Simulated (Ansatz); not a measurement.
## SiTe (model structure, started from the SnO type, P4/nmm, No. 129, 4 atoms in the cell): properties by level of theory

```csv
level (code),equilibrium lattice constant a (Å),c axis length (Å),cohesive energy (eV/atom)
PBE (Ansatz),5.079,4.266,3.00
PBE-D3(BJ) (Ansatz),5.027,4.012,3.43
r²SCAN (Ansatz),5.121,4.316,2.91
r²SCAN+rVV10 (Ansatz),5.064,4.181,3.11
```

Caveats: a distance lies near a switch of the dispersion term, which can move the cell (PBE-D3(BJ)). Ansatz's density-functional and Hartree–Fock values are scalar-relativistic unless marked +SOC, with PAW data made under PBE.

Free atoms are spin-polarised, in the lowest state found; at levels without +SOC their spin–orbit coupling is left out.

Computed values are for the static lattice.

A model structure was made by putting elements into a prototype or built by hand; it is no filed structure, need not be a known phase, and can be a saddle point held by its symmetry.

Ansatz is an electronic-structure program.
